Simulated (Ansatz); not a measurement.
Start from AgCl in the rock salt structure (space group Fm-3m, No. 225; a = 5.447 Å).

Calculations: PBEsol (Ansatz, an electronic-structure program; PAW; 420 eV plane waves; no SOC).

Before the change:

| Quantity | Value |
|---|---|
| Valley order | Γ 0.72 eV; X along ⟨100⟩ 2.13 eV |
| Smallest direct gap | 3.03 eV |
| Width of the top valence band | 2.56 eV |

Modification: an isotropic linear strain of +0.80 %; the atoms relax in the strained cell.

**Question.** What happens to the valley order?

**Answer.** The valley order (the lowest conduction-band minima on the path, energy above the VBM, named in the base's zone) becomes Γ 0.73 eV; X along ⟨100⟩ 2.18 eV (base: Γ 0.72 eV; X along ⟨100⟩ 2.13 eV).

**Question.** Predict the new smallest direct gap.

**Answer.** The smallest direct gap shrinks by 0.09 eV, from 3.03 eV to 2.94 eV.

**Question.** What does the calculation give for the width of the top valence band after the change?

**Answer.** The width of the top valence band falls by 0.101 eV (2.56 eV → 2.45 eV).

Stability against distortions was not tested.
